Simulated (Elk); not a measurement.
A self-consistent single point of AlAg2 (Cmcm, 6 atoms in the cell) with Elk.

Method: PBEsol, all-electron FP-LAPW, Elk's shipped species files, APW+lo basis with extra local orbitals (Elk).

The change in words: lattice scaled by 0.98. Reference geometry:
```yaml
crystal:
  lattice:
    - [4.38055, -2.48456, 0.00000]
    - [4.38055, 2.48456, 0.00000]
    - [0.00000, 0.00000, 4.61145]
  atoms:
    - { symbol: Al, position: [0.82247, 0.17753, 0.75000] }
    - { symbol: Al, position: [0.17753, 0.82247, 0.25000] }
    - { symbol: Ag, position: [0.47566, 0.84634, 0.75000] }
    - { symbol: Ag, position: [0.52434, 0.15366, 0.25000] }
    - { symbol: Ag, position: [0.84634, 0.47566, 0.25000] }
    - { symbol: Ag, position: [0.15366, 0.52434, 0.75000] }
```

Reference input (self-consistent single point, DFT, PBEsol, all-electron FP-LAPW, Elk's shipped species files, APW+lo basis with extra local orbitals): xctype = 22; rgkmax = 8; swidth = 0.00367493 Ha; ngridk = 6 6 5; tforce = true; gmaxvr = 18 1/bohr; lmaxapw = 10; lmaxo = 8; nxlo = 2; lorbcnd = true; lradstp = 2; nrmtscf = 2. This run's input differs from it in these lines:

```diff
@@ -46,8 +46,8 @@
 scale
-  9.516839856
+  9.326503222
 
 avec
-    0.8698309302   -0.4933499294    0.0000000000
-    0.8698309302    0.4933499294    0.0000000000
-    0.0000000000    0.0000000000    0.9156801468
+    0.8698309190   -0.4933499491    0.0000000000
+    0.8698309190    0.4933499491    0.0000000000
+    0.0000000000    0.0000000000    0.9156801389
```

Log, with long lists cut:

```
│ Self-consistent loop started │
│ Loop number : 1 │
 total energy                :     -21708.4649219
│ Loop number : 2 │
 total energy                :     -21710.4545019
RMS change in Kohn-Sham potential (target) :   0.3191775244     (  0.1000000000E-05)
Absolute change in total energy (target)   :    1.989579960     (  0.1000000000E-03)
│ Loop number : 3 │
 total energy                :     -21710.7990326
RMS change in Kohn-Sham potential (target) :   0.3138047814     (  0.1000000000E-05)
Absolute change in total energy (target)   :   0.8419257343     (  0.1000000000E-03)
│ Loop number : 4 │
   [... lines left out ...]
Absolute change in total energy (target)   :   0.1885037175E-01 (  0.1000000000E-03)
│ Loop number : 12 │
 total energy                :     -21743.9621651
RMS change in Kohn-Sham potential (target) :   0.4676108828E-05 (  0.1000000000E-05)
Absolute change in total energy (target)   :   0.4355459478E-02 (  0.1000000000E-03)
│ Loop number : 13 │
 total energy                :     -21743.9609782
RMS change in Kohn-Sham potential (target) :   0.3437646302E-06 (  0.1000000000E-05)
Absolute change in total energy (target)   :   0.9794407015E-04 (  0.1000000000E-03)
Convergence targets achieved

│ Loop number : 14 │

Energies :
 Fermi                       :     0.328184666971
 total energy                :     -21743.9608244

Density of states at Fermi energy :    23.53705227
 (states/Hartree/unit cell)

Estimated indirect band gap :   0.6507350201E-02
 from k-point     25 to k-point     28
Estimated direct band gap   :   0.1562262249E-01
 at k-point     31

Charges :
 core                        :    120.0000000
 valence                     :    94.00000000
 interstitial                :    8.549323715
 muffin-tins (core leakage)
  species :    1 (Al)
   atom    1                 :    11.02077423     (  0.7524659541E-03)
   atom    2                 :    11.02077423     (  0.7524659541E-03)
  species :    2 (Ag)
   atom    1                 :    45.85228196     (  0.3624656131E-08)
   [... lines left out ...]
   total force               :     0.00066297    0.00041199    0.00000000
   total magnitude           :     0.00078055
  atom :    4
   Hellmann-Feynman          :     0.03368752    0.03312714    0.00000000
   IBS                       :    -0.03435048   -0.03353913   -0.00000000
   total force               :    -0.00066297   -0.00041199   -0.00000000
   total magnitude           :     0.00078055
```

The run converged in 14 iterations. The count includes the last loop, which Elk runs after its targets are met. Against the reference run the free energy drops by 7.2 meV/atom.

The starting cell comes from a database of computed structures (which also holds hypothetical and non-ambient phases and stackings), without a prior relaxation at this level. Its lattice was rescaled by a random factor within 2.5 % of one. For this run, on top of that: lattice scaled by 0.98. Values depend on the basis (sphere radii, cutoffs, local orbitals), which need not be converged. The log's line on a gap gives a spacing of levels on this mesh, which the program prints for metals too.

Cost on one core of a shared machine: roughly 8 min.
